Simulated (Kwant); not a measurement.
System: wire with a row of barriers in a GaN two-dimensional gas. Effective mass 0.22 mₑ, grid spacing 2.7 nm, hard walls, nominal width 80 nm (29 grid rows, so walls 81 nm apart), one parabolic valley, scattering region 270 nm long along x; energies count from the band bottom; Fermi energy swept from 0.00021365 to 0.0025371 eV. 2 barrier(s) across the wire, height 0.02 eV, thickness 5.4 nm (about 2 grid columns), spaced by 32.4 nm.

The device is made up for the run: typed textbook-type constants, with dimensions and the other settings drawn at random.

Computed with Kwant: effective-mass tight-binding model on a square grid, one spin, coherent transport at 0 K. Conductance is in e²/h.

### Question
How many channels do the leads carry at E = 1.60, 1.86, 1.97 meV?

### Answer
The hard-wall thresholds are n² ħ²π²/(2mW²) = n² × 0.261 meV with W = 81 nm. √(1.60/0.261) = 2.48, so 2. √(1.86/0.261) = 2.68, so 2. √(1.97/0.261) = 2.75, so 2.
